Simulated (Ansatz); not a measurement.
We consider BeS (model structure, started from the BN type, Pm-3n, No. 223, 12 atoms in the cell), described by r²SCAN+rVV10 (PAW; Ansatz, a quantum-chemistry and plane-wave program).

Numerical settings: plane-wave cutoff 560 eV, 6×6×6 k mesh, Fermi–Dirac smearing 0.01 eV, scalar-relativistic PAW data made under PBE.

Computed at the level's own relaxed cell.

```
BeS
1.0
    5.98399     0.00000     0.00000
    0.00000     5.98399     0.00000
    0.00000     0.00000     5.98399
Be S
6 6
Direct
  0.25000   0.00000   0.50000
  0.50000   0.25000   0.00000
  0.50000   0.75000   0.00000
  0.75000   0.00000   0.50000
  0.00000   0.50000   0.75000
  0.00000   0.50000   0.25000
  0.25000   0.50000   0.00000
  0.00000   0.25000   0.50000
  0.00000   0.75000   0.50000
  0.75000   0.50000   0.00000
  0.50000   0.00000   0.75000
  0.50000   0.00000   0.25000
```

Problem. List the 34 lowest band energies at Γ above −25 eV (eV, relative to the valence band maximum), grouping those that round alike.

Solution. At Γ: -14.29, -13.37 (×2), -11.98 (×3), -6.32 (×2), -5.92, -4.80 (×3), -2.89 (×3), -2.19 (×3), -1.92 (×3), 0.00 (×3), 4.21 (×3), 4.35, 4.90 (×3), 5.00, 6.59 (×2).

Note: the relaxation could raise the start's symmetry but not lower it, so the cell can be a saddle point.

A model structure was made by putting elements into a prototype or built by hand; it is no filed structure, need not be a known phase, and can be a saddle point held by its symmetry.
